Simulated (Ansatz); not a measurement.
Consider this model of amorphous Al28O44Ti.

```xyz
73
Lattice="9.2948 0.0000 0.0000 0.0000 9.2948 0.0000 0.0000 0.0000 9.2948" Properties=species:S:1:pos:R:3 pbc="T T T"
Al     7.4912     6.2852     7.0960
Al     3.0797     1.6949     1.7391
Al     0.0513     1.8451     0.0924
Al     1.2676     5.5818     5.2987
Al     3.5786     6.6640     3.8930
Al     6.7756     6.2944     3.9865
Al     3.1724     6.6161     7.8347
Al     8.1856     8.3765     1.6757
Al     6.2714     2.0125     1.1714
Al     0.4382     8.1332     4.4424
Al     5.6649     6.4911     0.3043
Al     1.9506     4.8067     1.8448
Al     2.9071     7.8602     1.3670
Al     0.9457     1.1823     3.1355
Al     2.5219     8.9987     5.9856
Al     4.9609     3.9756     3.0459
Al     1.1833     4.2625     7.6818
Al     2.4534     1.6972     7.7338
Al     6.5213     3.6735     5.6590
Al     7.4435     8.8507     7.7768
Al     0.6567     8.1358     8.4596
Al     9.1978     2.2350     5.5339
Al     5.5098     8.8581     2.4514
Al     5.4176     8.2764     5.8273
Al     8.9041     5.4603     0.5510
Al     8.1367     3.7171     3.0113
Al     7.0456     3.9411     8.5749
Al     3.9369     3.6803     8.9776
O      4.7519     8.2664     4.0921
O      3.0235     3.5696     7.3582
O      8.6713     4.9825     8.0295
O      3.2528     1.9505     9.2638
O      8.9341     2.3387     3.7453
O      4.2693     5.5622     8.8360
O      3.5427     3.7967     1.8093
O      7.6699     2.5341     6.2797
O      6.5766     6.9299     5.6203
O      7.0008     7.4873     2.6992
O      8.7388     7.6957     7.1518
O      9.2874     8.9264     2.9285
O      6.9119     0.3307     1.4644
O      9.1752     6.4898     4.6749
O      4.9083     3.3315     4.7910
O      0.9792     3.7550     5.7361
O      2.8203     5.0814     4.5546
O      1.1048     1.9699     1.5005
O      4.8117     1.2894     2.1205
O      0.0839     4.7469     2.2147
O      6.5429     7.3679     8.3360
O      2.4603     2.2768     3.7058
O      2.5638     6.4288     2.3659
O      2.1771     7.7040     4.7589
O      0.7875     0.5551     5.1323
O      6.4811     3.2645     2.4529
O      7.9000     2.7479     0.3671
O      9.0988     7.2286     0.6326
O      5.1075     5.7129     3.4090
O      3.2246     1.3744     6.0951
O      7.3685     4.6282     4.3623
O      6.3256     0.2050     6.6436
O      2.2684     7.4974     9.0873
O      6.9940     5.3050     0.6033
O      1.4502     4.7510     0.1496
O      3.8915     7.8062     6.6765
O      2.4965     0.0323     2.2091
O      5.5715     3.0114     9.0748
O      6.3940     4.7532     7.0654
O      8.7341     0.2095     8.9545
O      4.7156     7.7482     1.2294
O      1.7633     5.9103     6.9946
O      1.7333     0.0147     7.5548
O      0.7910     2.4491     7.8969
Ti     3.0624     3.0995     5.2136
```

The numbers are results of PBE, scalar-relativistic without spin-orbit coupling (plane waves to 420 eV, PAW; Ansatz, a quantum-chemistry and plane-wave program), not measurements.

The cell was made by melting and quenching with the CHGNet potential and then relaxed with DFT. O atoms were pushed apart under 1.9 Å during the dynamics, to hinder bonds among them. The hot cell started wider than the set density and was brought back towards it in steps. It is the lowest in DFT energy of 2 quenches. It is a model cell: composition and starting density were chosen by hand, and all elements were melted together. No dispersion term was used. Its density started from a set value of 3.12 and ended at 3.12 g/cm³. The simulated quench (nominally 340 K/ps over its main leg) is rapid and tends to freeze in more defects than a deposited or slowly cooled glass has. Values belong to this one cell and scatter from quench to quench. The volume was held where the preparation left it, at a PBE pressure of -0.6 GPa (tension). Stress components on the final sampling reach 1.7 GPa.

Cut-offs for bonds: Al-Al 2.66 Å, Al-O 2.30 Å, Al-Ti 2.89 Å, O-O 1.58 Å, O-Ti 2.49 Å, Ti-Ti 3.12 Å. Two cations that share two anions don't count as bonded, nor two that share one unless they lie closer than Al-Al 2.59 Å, Al-Ti 2.81 Å, Ti-Ti 3.04 Å.

Question: Give the coordination numbers, mean bond lengths and angles.

Answer: 
The mean coordination of Al by anions is 4.57 (15 with 4, 10 with 5, 3 with 6). The mean coordination of O comes out as 3.05 (3 with 2, 36 with 3, 5 with 4). The mean coordination of Ti by anions is 6.00 (1 with 6), the mean Al-O bond comes out as 1.857 Å (spread 0.093 Å, 128 counted) and the mean O-Ti bond is 2.036 Å (spread 0.156 Å, 6 counted). The bond angle at Al is mean 107.3°, spread 24.3° and the bond angle at O is mean 115.0°, spread 17.8°. The bond angle at Ti is mean 104.3°, spread 29.9°.

Question: List the pairs of like atoms that count as bonded by the rules above.

Answer: There are none by these rules.
